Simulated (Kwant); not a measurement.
Computed with Kwant: Hückel tight-binding model, one pz orbital an atom, one spin, coherent transport at 0 K. Conductance is in e²/h.

Device: π system c1ccc2ccccc2c1 between two chain leads. The π system is taken as planar. Atoms are numbered from 0 in the order of the SMILES. Site energies (eV, carbon 0): [0.0, 0.0, 0.0, 0.0, 0.0, 0.0, 0.0, 0.0, 0.0, 0.0]. Bonds (i, j, β in eV): (0,1,-2.4) (1,2,-2.4) (2,3,-2.4) (3,4,-2.4) (4,5,-2.4) (5,6,-2.4) (6,7,-2.4) (7,8,-2.4) (8,9,-2.4) (9,0,-2.4) (8,3,-2.4). Leads: chains of hopping −3.6 eV, joined by −0.48 eV to atoms 0 and 2.

Site energies and bond integrals are typed Hückel values.

Sweep values stay those of the base run.

One input was changed, with this effect: transmission at E = 0 < 1e-12 → 0.0013.

**Question.** Which change was it?
A. contacts moved from atoms [0, 2] to [0, 4]
B. contacts moved from atoms [0, 2] to [0, 9]
C. contacts moved from atoms [0, 2] to [2, 7]
D. contacts moved from atoms [0, 2] to [0, 5]
E. contacts moved from atoms [0, 2] to [0, 7]
F. contacts moved from atoms [0, 2] to [0, 6]

**Answer.** B, contacts moved from atoms [0, 2] to [0, 9]
